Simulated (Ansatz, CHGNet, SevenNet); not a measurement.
**AlCr₂C (P6₃/mmc, No. 194, 8 atoms in the cell; start mp-9956): properties by level of theory**

```csv
level (code),equilibrium lattice constant a (Å),c axis length (Å)
CHGNet-r²SCAN,2.827,(withheld)
SevenNet-l3i5,2.846,12.681
LDA (Ansatz),2.790,(withheld)
PBE-D3(BJ) (Ansatz),2.811,12.589
r²SCAN (Ansatz),(withheld),(withheld)
```

Q: Complete the blanks.

A: 
- CHGNet-r²SCAN, c axis length (Å): 12.622
- LDA (Ansatz, an electronic-structure program), c axis length (Å): 12.476
- r²SCAN (Ansatz), equilibrium lattice constant a (Å): 2.823
- r²SCAN (Ansatz), c axis length (Å): 12.639

Caveats: the relaxation could not lower the start's symmetry, so the cell can be a saddle point above a distorted one (CHGNet-r²SCAN, SevenNet-l3i5, LDA, PBE-D3(BJ), r²SCAN). Ansatz's density-functional and Hartree–Fock values are scalar-relativistic unless marked +SOC, with PAW data made under PBE.

The crystal itself was run without spin with LDA, PBE-D3(BJ), r²SCAN; a magnetic state was not tried in these runs.

The computed numbers hold no vibrational or temperature effects.

A start named mp-… is a Materials Project structure, which need not be a measured phase.
